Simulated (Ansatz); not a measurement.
Base system: NaF in the rock salt structure (space group Fm-3m, No. 225; a = 4.701 Å).

All numbers come from PBE, PAW, 420 eV (Ansatz, an electronic-structure program; no spin-orbit coupling).

Before the change:

| Item | Result |
|---|---|
| Band gap | 6.09 eV |
| Gap character | direct at Γ |

Modification: the cell is scaled by 0.9950 in all directions, atoms relaxed at fixed cell.

Q: How does this affect the band gap?

A: The band gap rises by 0.08 eV (6.09 eV → 6.17 eV).

Q: Predict the new energy relative to the base.

A: The energy grows by 0.4 meV/atom.

Q: What happens to the gap character?

A: The gap character remains direct at Γ.

The cells carry an imposed strain or load. No phonon test of stability was made.
